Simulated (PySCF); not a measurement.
PySCF 2.14.0, PBE0/def2-svp, df: Ag(SH)(MeCN) (CC#[N]->[Ag][SH]), 9 atoms. The geometry is a generated start, not checked to be a minimum at this level.

| Item | Result |
|---|---|
| task | energy |
| method | pbe0 |
| basis | def2-svp |
| two-electron scheme | density fitting |
| mol.max_memory | 3000 MB |
| mf.max_cycle | 100 |
| mf.conv_tol | 1e-09 (default) |
| mf.grids.level | 3 (default) |
| effective core potentials | those of the basis set, past Kr |
| basis functions | 111 |
| grid points | 122688 |

```xyz
9

Ag     0.2922     1.4097    -1.7320
S      0.4265     2.8068    -3.5563
H      1.6894     3.1720    -3.4105
C     -0.4883    -1.5390     1.8135
C     -0.2362    -0.6359     0.7385
N     -0.0250     0.0967    -0.1196
H     -0.1771    -1.0819     2.7529
H      0.0722    -2.4607     1.6554
H     -1.5537    -1.7677     1.8581
```

Charge 0 and multiplicity 1 are set for this test and not shown to be the ground state.

With the defaults (mf.init_guess = minao, mf.DIIS = CDIIS, mf.diis = true, mf.damp = 0, mf.diis_start_cycle = 1, mf.level_shift = 0, mf.diis_space = 8) it converges in 14 Fock builds. One run each on 2 threads, 1 BLAS thread, with these changes:
- mf.diis = false
- mf.damp = 0.7, mf.diis_start_cycle = 8
- mf.init_guess = 1e
- mf.diis_space = 5
- mf.level_shift = 0.1 Hartree
- mf.DIIS = EDIIS
- mf.diis = false, mf.damp = 0.7, mf.diis_start_cycle = 999
- mf.diis_space = 20
- mf.diis_space = 12

Q: Which runs fail or end elsewhere than the default run?

A: No convergence: mf.init_guess = 1e; mf.DIIS = EDIIS; mf.diis = false (the run ends without SCF convergence in 100 cycles). The rest reach the solution of the defaults.

| setting | Fock builds | end |
|---|---|---|
| the defaults | 14 | same solution |
| mf.diis_space = 12 | 14 | same solution |
| mf.diis_space = 20 | 14 | same solution |
| mf.level_shift = 0.1 Hartree | 15 | same solution |
| mf.diis_space = 5 | 16 | same solution |
| mf.damp = 0.7, mf.diis_start_cycle = 8 | 17 | same solution |
| mf.diis = false, mf.damp = 0.7, mf.diis_start_cycle = 999 | 30 | same solution |
| mf.init_guess = 1e | 101 | no convergence |
| mf.DIIS = EDIIS | 101 | no convergence |
| mf.diis = false | 101 | no convergence |
